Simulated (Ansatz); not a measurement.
A one-dimensional HgTe body, 8 atoms a period, stretched and compressed along its axis from its relaxed period of 5.797 Å, atoms relaxed at each length.

```yaml
crystal:
  lattice:
    - [14.00000, 0.00000, 0.00000]
    - [0.00000, 14.00000, 0.00000]
    - [0.00000, 0.00000, 5.79722]
  atoms:
    - { symbol: Hg, position: [0.41400, 0.41400, 0.00000] }
    - { symbol: Te, position: [0.37884, 0.37884, 0.50000] }
    - { symbol: Te, position: [0.37884, 0.62116, 0.00000] }
    - { symbol: Hg, position: [0.41400, 0.58600, 0.50000] }
    - { symbol: Te, position: [0.62116, 0.37884, 0.00000] }
    - { symbol: Hg, position: [0.58600, 0.41400, 0.50000] }
    - { symbol: Hg, position: [0.58600, 0.58600, 0.00000] }
    - { symbol: Te, position: [0.62116, 0.62116, 0.50000] }
```

Method: PBE (plane waves to 420 eV, PAW; Ansatz, a program for electronic structure). Mesh 1×1×52. No spin polarisation. Isolated but for its images some 11 Å away. A hypothetical model. Only distortions within the start's symmetry and period were free. Values not marked SOC lack spin–orbit coupling. Buckling under compression is shut out by symmetry and the short period. Energies are free energies at a Fermi–Dirac width of 0.02 eV, from the unstrained cell.

```tsv
strain (%)	energy (meV a period)	axial force (nN)	PBE gap (eV)
-3.0	+62	-1.15	0.59
-1.5	[?]	[?]	[?]
0.0	0	0.00	0.68
+1.5	[?]	[?]	[?]
+3.0	+52	+0.91	0.64
```

Task: Some entries are withheld; supply them.

Result: 
- -1.5, energy (meV a period): +15
- -1.5, axial force (nN): -0.56
- -1.5, PBE gap (eV): 0.64
- +1.5, energy (meV a period): +14
- +1.5, axial force (nN): +0.49
- +1.5, PBE gap (eV): 0.65
